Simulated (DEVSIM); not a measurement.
# isotype n-n heterojunction GaP/Si

System: isotype n-n heterojunction GaP/Si, at 300 K.

| layer (left to right) | material | thickness (μm) | Nd (cm⁻³) | τn (s) | τp (s) |
|---|---|---|---|---|---|
| 1 | GaP | 0.330 | 1e17 | 6.8e-7 | 6.8e-7 |
| 2 | Si | 0.970 | 5.1e17 | 6.8e-7 | 6.8e-7 |

Left contact: ohmic. Right contact: ohmic. Voltage is applied to the left contact. Recombination: SRH at mid-gap, Auger. Mobility is constant in doping.

The device is made up for the run: typed textbook-type constants, with dimensions and the other settings drawn at random. Values at 300 K.

```
parameter         GaP       Si
-------------  ------  -------
gap (eV)         2.26    1.124
affinity (eV)     3.8     4.05
permittivity     11.1     11.7
Nc (cm⁻³)      1.8e19  2.86e19
Nv (cm⁻³)      1.9e19   3.1e19
μn (cm²/Vs)       250     1417
μp (cm²/Vs)       150      470
Cn (cm⁶/s)      1e-30  2.8e-31
Cp (cm⁶/s)      1e-30  9.9e-32
```

Simulated with DEVSIM: 1D drift-diffusion, Boltzmann statistics, complete ionisation; no tunnelling, impact ionisation, image-force lowering or self-heating. Band offsets follow the typed affinities; no thermionic-emission limit at abrupt steps, no polarisation charge.

| Property | Value |
|---|---|
| Potential step across the device at zero bias | 0.220 V |

Dark forward current:

```csv
V (V),J (A/cm²)
0.05,200
0.10,290
0.20,430
0.25,500
0.35,640
0.40,720
0.50,880
0.55,960
0.65,1100
0.70,1200
0.75,1300
0.85,1500
0.90,1600
1.00,1800
1.05,1900
1.15,2100
1.20,2200
1.30,2400
1.35,2500
1.40,2600
1.50,2800
1.55,3000
1.65,3200
1.70,3300
1.80,3600
1.85,3700
1.95,3900
2.00,4100
```
